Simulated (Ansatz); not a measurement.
Adsorption energy and surface dipole of Cl on the 1x1 (111) surface of fcc Al, one in a 2x1 cell, started at the site 'top Al', worked from the runs' numbers; total energies count from the potentials' own zero.

The numbers are results of PBE (plane waves to 420 eV, PAW; Ansatz, a program for electronic structure), not measurements.

Model: 9-atom slab, 7.0 Å thick at the start under the adsorbate (thin: gaps and levels are the slab's own), 6x12x1 mesh, Fermi-Dirac 0.1 eV, dipole correction, 4 atoms held, the rest relaxed; start symmetry kept, larger cells not searched; no spin, no spin-orbit, no U, no dispersion correction. At the end it is bonded to Al. In PBE this state lies 0.05 eV over the lowest of the starts that converged ('bridge Al-Al (span 2.9 Å)').

```json
[
 {"quantity": "slab with the adsorbate", "value": "-5379.433 eV"},
 {"quantity": "clean slab, same cell and mesh", "value": "-4298.510 eV"},
 {"quantity": "reference, ½ Cl2(g)", "value": "-1079.444 eV"},
 {"quantity": "area of the cell", "value": "14.15 Å²"},
 {"quantity": "change of the step from the bottom to the top vacuum level", "value": "1.942 eV"}
]
```

### Question
What is the adsorption energy against this reference?

### Answer
E(slab + adsorbate) − E(slab) − E(reference) = -1.48 eV, so in this state the adsorbate is more stable than in the reference, at a coverage of 7.07 a nm².

### Question
What dipole does adsorption add to the slab along the outward normal (Helmholtz relation, ε₀ = 0.005526 e/(V·Å))?

### Answer
p = −ε₀·A·ΔV = -0.152 e·Å = -0.73 D; its negative end points to the vacuum, which raises the vacuum level.
